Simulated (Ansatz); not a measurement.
## ScAlCO (space group P6_3mc, No. 186; a cell from a computed database, its experimental status unchecked)

```yaml
crystal:
  lattice:
    - [3.24494, 0.00000, 0.00000]
    - [-1.62247, 2.81020, 0.00000]
    - [0.00000, 0.00000, 10.18027]
  atoms:
    - { symbol: Sc, position: [0.66667, 0.33333, 0.80381] }
    - { symbol: Sc, position: [0.33333, 0.66667, 0.30381] }
    - { symbol: Al, position: [0.00000, 0.00000, 0.52055] }
    - { symbol: Al, position: [0.00000, 0.00000, 0.02055] }
    - { symbol: C, position: [0.33333, 0.66667, 0.94198] }
    - { symbol: C, position: [0.66667, 0.33333, 0.44198] }
    - { symbol: O, position: [0.00000, 0.00000, 0.69697] }
    - { symbol: O, position: [0.00000, 0.00000, 0.19697] }
```

Level of theory: r2SCAN (Ansatz, a program for electronic structure), scalar-relativistic without spin-orbit coupling, earlier PAW set. k-mesh 12×12×4 (Γ-centred); smearing 0.05 eV (Fermi–Dirac).

The volume per atom comes out as 11.60 Å³ and the density is 3.58 g/cm³. The band gap comes out as 1.51 eV, indirect, Γ → M and the total energy comes out as -876.594 eV/atom (σ→0; compares only within this code and set-up).

No phonon test of stability was made. All final runs are without spin polarisation.
